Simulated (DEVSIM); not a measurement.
Si p-i-n diode

Structure: Si p-i-n diode, at 300 K.

```tsv
layer (left to right)	material	thickness (μm)	Nd (cm⁻³)	Na (cm⁻³)	τn (s)	τp (s)
1	Si	0.660	-	5.7e18	7.8e-6	7.8e-6
2	Si	4.60	1.7e11	-	7.8e-6	7.8e-6
3	Si	2.60	3.6e17	-	7.8e-6	7.8e-6
```

Left contact: ohmic. Right contact: ohmic. Voltage is applied to the left contact. Recombination: SRH at mid-gap. Gap narrowing is on: ΔEg = 6.92 meV × (l + √(l² + 0.5)), l = ln(N/1.3e17 cm⁻³), shared equally by both band edges. Mobility is μmin + (μ − μmin)/(1 + (N/Nref)^α).

Constants are typed, rounded textbook-type inputs, not results; the design itself was drawn at random and stands for no fabricated device. Values at 300 K.

```csv
parameter,Si
gap (eV),1.124
affinity (eV),4.05
permittivity,11.7
Nc (cm⁻³),2.86e19
Nv (cm⁻³),3.1e19
μn (cm²/Vs),1417
μp (cm²/Vs),470
"μn,min",52
"μp,min",45
"Nref,n",9.7e16
"Nref,p",2.2e17
αn,0.68
αp,0.72
```

Model (solved in DEVSIM): 1D drift-diffusion, Boltzmann statistics, complete ionisation; no tunnelling, impact ionisation, image-force lowering or self-heating.

Potential step across the device at zero bias: 0.933 V
Dark forward voltage at 1 A/cm²: 0.683 V
Dark forward voltage at 100 A/cm²: 0.807 V

Dark reverse current:

```
V (V)  J (A/cm²)
-----  ---------
-0.10    -9.9e-9
-0.25    -1.7e-8
-0.50    -2.4e-8
-0.75    -2.8e-8
-1.00    -3.1e-8
-1.50    -3.6e-8
-2.00    -3.8e-8
-2.50    -4.0e-8
-3.25    -4.2e-8
-4.00    -4.3e-8
-5.00    -4.4e-8
```

Small-signal capacitance in reverse bias (quasi-static):

| V (V) | C (nF/cm²) |
|---|---|
| -0.1 | 2.63 |
| -0.25 | 2.54 |
| -0.5 | 2.46 |
| -0.75 | 2.42 |
| -1 | 2.39 |
| -1.5 | 2.35 |
| -2 | 2.33 |
| -2.5 | 2.31 |
| -3.25 | 2.30 |
| -4 | 2.29 |
| -5 | 2.28 |
